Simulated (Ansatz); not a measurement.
Base system: Sn in the diamond structure (space group Fd-3m, No. 227; a = 6.5665 Å). Axes: x, y, z lie along the cube axes.

Calculations: r2SCAN (Ansatz, an electronic-structure program), no spin-orbit coupling.

Strains are applied to the cell and any free atomic positions relax; under biaxial strain the out-of-plane vector relaxes too.

One change was made to it. Results:

```csv
quantity,base,after
"pressure (mean of the normal stresses, compression positive)",0.0 GPa,-0.7 GPa
energy relative to the base (free energy F),0 meV/atom,+3.1 meV/atom
shortest interatomic distance,2.843 Å,2.848 Å
```

**Question.** Which of these changes matches the shifts?
A) biaxial strain +0.42 %, plane normal [111], relaxed out of plane
B) biaxial strain +0.83 %, plane normal [111], relaxed out of plane
C) biaxial strain +1.25 %, plane normal [111], relaxed out of plane

**Answer.** C, biaxial strain +1.25 %, plane normal [111], relaxed out of plane. For comparison, the energy relative to the base in the other runs: biaxial strain +0.42 %, plane normal [111], relaxed out of plane gives +0.4 meV/atom; biaxial strain +0.83 %, plane normal [111], relaxed out of plane gives +1.4 meV/atom.

No phonon test of stability was made.
